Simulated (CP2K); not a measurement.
Band structure of TlCuO2 (P6_3/mmc, 8 atoms in the cell).

```xyz
8
Lattice="3.5370 0.0000 0.0000 -1.7685 3.0632 0.0000 0.0000 0.0000 11.7717" Properties=species:S:1:pos:R:3 pbc="T T T"
Tl     0.0000     0.0000     5.8858
Tl     0.0000     0.0000     0.0000
Cu     0.0000     2.0421     2.9429
Cu     1.7685     1.0211     8.8288
O      0.0000     2.0421     4.7596
O      1.7685     1.0211     7.0120
O      1.7685     1.0211    10.6455
O      0.0000     2.0421     1.1262
```

Method: CP2K 2026.2 with PBEsol, GPW, DZVP-MOLOPT-SR-GTH basis, GTH-PBE potentials (GTH_POTENTIALS).

Settings: CUTOFF = 600 Ry; REL_CUTOFF = 50 Ry; SMEAR/METHOD = GAUSSIAN; SIGMA = 0.05 eV; KPOINTS/SCHEME = MONKHORST-PACK 9 9 3; XC_FUNCTIONAL = PBE:PBESOL; Tl/BASIS_SET = DZVP-MOLOPT-SR-GTH; Tl/POTENTIAL = GTH-PBE-q13; Cu/BASIS_SET = DZVP-MOLOPT-SR-GTH; Cu/POTENTIAL = GTH-PBE-q11; O/BASIS_SET = DZVP-MOLOPT-SR-GTH; O/POTENTIAL = GTH-PBE-q6; METHOD = GPW; EPS_DEFAULT = 1e-10.

The starting cell comes from a database of computed structures (which also holds hypothetical and non-ambient phases and stackings), without a prior relaxation at this level. Spin-orbit coupling is off. Spin polarisation is off, so a magnetic state, if there is one, cannot be reached. Values carry the incompleteness of an atom-centred basis. The potentials were made for another functional than the one used. The run gives no clean gap (levels at the Fermi energy touch, overlap or are partly filled at this smearing), which alone does not show that the compound is a metal.

Levels in eV from the Fermi level, bands 33 to 38:
```
point     33     34     35     36     37     38
-----  -----  -----  -----  -----  -----  -----
Γ      -0.95  -0.45  -0.45  -0.09  -0.09   0.06
M      -0.69  -0.17  -0.03  -0.03   1.91   2.65
K      -0.50  -0.50  -0.03  -0.03   2.64   3.02
A      -0.43  -0.43  -0.24  -0.24  -0.24  -0.24
L      -0.31  -0.31  -0.07  -0.07   2.30   2.30
H      -0.67  -0.67   0.03   0.03   2.85   2.85
```

Bands cross the Fermi level along this path, so the cell is metallic at this level.

Higher empty bands are left out: an atom-centred basis made for the valence describes them poorly.
